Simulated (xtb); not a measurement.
xtb 6.7.1, GFN2-xTB: Bi(Me)3 anion ([CH3][Bi]([CH3])[CH3]), charge -1, multiplicity 2, 13 atoms. The geometry is a generated start, not checked to be a minimum at this level.

```json
{
  "method": "GFN2-xTB",
  "--acc": "1 (default)",
  "--etemp (K)": "300 (default)",
  "detailed input (--input)": "none: ANC optimiser, Lindh (1995) Hessian, microcycle=20, maxdispl=1.0, hlow=0.01 (default)",
  "basis_functions": "25",
  "valence_electrons": "27"
}
```

```xyz
13

Bi     0.0051    -0.0076     1.2915
C     -1.0752    -1.5588     0.0323
H     -0.3590    -2.1009    -0.5673
H     -1.7787    -1.0618    -0.6205
H     -1.6074    -2.2561     0.6655
C     -0.8234     1.7111     0.0595
H     -0.2659     1.7913    -0.8626
H     -0.7432     2.6421     0.6041
H     -1.8625     1.5211    -0.1693
C      1.9005    -0.1517     0.0451
H      1.8419     0.5461    -0.7782
H      1.9972    -1.1555    -0.3457
H      2.7706     0.0809     0.6456
```

Charge -1 and multiplicity 2 are set for this test and not shown to be the ground state. GFN-xTB has no spin term: --uhf 1 sets the occupations alone.

The structure is relaxed from this start with --opt LEVEL for the levels crude, sloppy, loose, lax, normal, tight, vtight, extreme, once each. Up to the end of the extreme run atoms move by at most 2.2 Å along an axis.

### Question
Choose the cheapest level whose final energy lies within 5 meV of that of extreme.

### Answer
normal: 112 cycles against 136, ending 0.64 meV above.

```json
[
 {"level": "crude", "cycles": "10", "energy above the extreme run (meV)": "630", "gradient norm (eV/Å)": "0.31"},
 {"level": "sloppy", "cycles": "12", "energy above the extreme run (meV)": "620", "gradient norm (eV/Å)": "0.24"},
 {"level": "loose", "cycles": "47", "energy above the extreme run (meV)": "36", "gradient norm (eV/Å)": "0.049"},
 {"level": "lax", "cycles": "68", "energy above the extreme run (meV)": "14", "gradient norm (eV/Å)": "0.020"},
 {"level": "normal", "cycles": "112", "energy above the extreme run (meV)": "0.64", "gradient norm (eV/Å)": "0.051"},
 {"level": "tight", "cycles": "117", "energy above the extreme run (meV)": "0.39", "gradient norm (eV/Å)": "0.031"},
 {"level": "vtight", "cycles": "135", "energy above the extreme run (meV)": "under 0.01", "gradient norm (eV/Å)": "0.0035"},
 {"level": "extreme", "cycles": "136", "energy above the extreme run (meV)": "—", "gradient norm (eV/Å)": "0.0014"}
]
```
